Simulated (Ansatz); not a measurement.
Take BN in the zinc blende structure (space group F-43m, No. 216) as the base.

```
BN
1.0
    0.00000     1.80486     1.80486
    1.80486     0.00000     1.80486
    1.80486     1.80486     0.00000
B N
1 1
Cartesian
  0.00000   0.00000   0.00000
  0.90243   0.90243   0.90243
```

Cartesian axes are those of the cell as printed.

Method: Ansatz (a first-principles code), r2SCAN, PAW, cutoff 500 eV, scalar-relativistic without spin-orbit coupling.

Modification: a pure shear with ε_xy = ε_yx = 0.0114, atoms relaxed at fixed cell.

**Question.** Predict the stress tensor and what it implies for the stiffness.

**Answer.** Stress of the strained cell less that of the base (GPa, compression positive):
```
   0.33  -10.66    0.00
 -10.66    0.33    0.00
   0.00    0.00    0.05
```

Then −Δσ/γ with γ = 2ε = 0.0228 gives relaxed-ion elastic constants: C66 ≈ 468 GPa.

As a check, the harmonic strain energy −½ V₀ Δσ:ε is 4.5 meV/atom; the computed energy rise is 4.5 meV/atom.

Whether these cells are dynamically stable was not tested.
